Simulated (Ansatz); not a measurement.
Defect: Al-vacancy pair (Al on one host Ti site, one O site vacant) in rutile TiO2, charge state +1. The step: one O atom jumps into the vacancy from a nearby O site (Al-vacancy distance between ideal sites 1.96 Å throughout); the atom moves 2.31 Å along (0.35, -0.35, 0.00) of the unit cell; the moving atom starts with neighbours Al at 1.83; Ti at 1.93, Ti at 2.03 Å and ends with Al at 1.83; Ti at 1.93, Ti at 2.03 Å. DFT values are from Ansatz (plane-wave PAW, 420 eV unless said) in a cell of 72 host sites, spin-restricted, static, with no finite-size correction. The charge state is imposed; whether it is stable for some Fermi level was not computed. Forms of the defect that were not tried may lie lower. For the PBE band: the check of the saddle point's order was inconclusive, and it lies on a symmetry element of the cell, where a band can be held.

```json
[
 {"Level": "CHGNet universal potential (has no charge state), its own band", "Forward barrier (eV)": "0.75", "Cost of the band or of the saddle's single point": "-"},
 {"Level": "PBE, one k-point at (0.250, 0.250, 0.250), band relaxed", "Forward barrier (eV)": "0.65", "Cost of the band or of the saddle's single point": "roughly 2.4 core-hours"},
 {"Level": "PBE, a 2×2×2 k-point mesh shifted by half a step, same geometries", "Forward barrier (eV)": "0.65", "Cost of the band or of the saddle's single point": "around 4 core-minutes (rough)"},
 {"Level": "r2SCAN at 500 eV, one k-point at (0.250, 0.250, 0.250), same geometries", "Forward barrier (eV)": "___", "Cost of the band or of the saddle's single point": "about 3 core-minutes (a rough figure)"}
]
```

Fill in the missing entries.


- r2SCAN at 500 eV, one k-point at (0.250, 0.250, 0.250), same geometries, Forward barrier (eV): 0.59

Ansatz is a first-principles code.
